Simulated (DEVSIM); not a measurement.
Structure: Cr/SiO2/p-Si capacitor, at 300 K.

```csv
layer (left to right),material,thickness (nm),Na (cm⁻³)
1,SiO2,3.00,-
2,Si,1800,9.8e16
```

Metal gate on the left, work function 4.5 eV. Fixed charge at the semiconductor interface -5.2e10 cm⁻² (in units of +e); no interface traps.

This is a model device: material constants are rounded textbook-type values typed into the input, and sizes, dopings and lifetimes were drawn at random. Values at 300 K; Nc and Nv go as T^1.5, mobilities as T to minus their exponent, the gap by Varshni's rule with the affinity fixed.

| parameter | SiO2 | Si |
|---|---|---|
| gap (eV) | 9 | 1.124 |
| affinity (eV) | 0.9 | 4.05 |
| permittivity | 3.9 | 11.7 |
| Nc (cm⁻³) | - | 2.86e19 |
| Nv (cm⁻³) | - | 3.1e19 |
| Varshni α (eV/K) | - | 0.000473 |
| Varshni β (K) | - | 636 |

DEVSIM, 1D Poisson equation in equilibrium, Boltzmann statistics, complete ionisation; no quantum confinement or tunnelling. Metal contacts follow the ideal Schottky-Mott rule: no Fermi-level pinning, no interface dipoles.

The temperature was swept, all else fixed.

```tsv
temperature (K)	threshold voltage (band bending 2φF) (V)	minimum of the low-frequency capacitance (μF/cm²)	flat-band voltage (V)
250	0.49	0.0948	-0.56
300	0.45	0.101	-0.52
350	0.41	0.107	-0.47
400	0.37	0.118	-0.43
450	0.33	0.127	-0.38
500	0.29	0.147	-0.33
```

From the first row to the last the threshold voltage (band bending 2φF) goes from 0.49 to 0.29. From the first row to the last the minimum of the low-frequency capacitance goes from 0.0948 to 0.147.
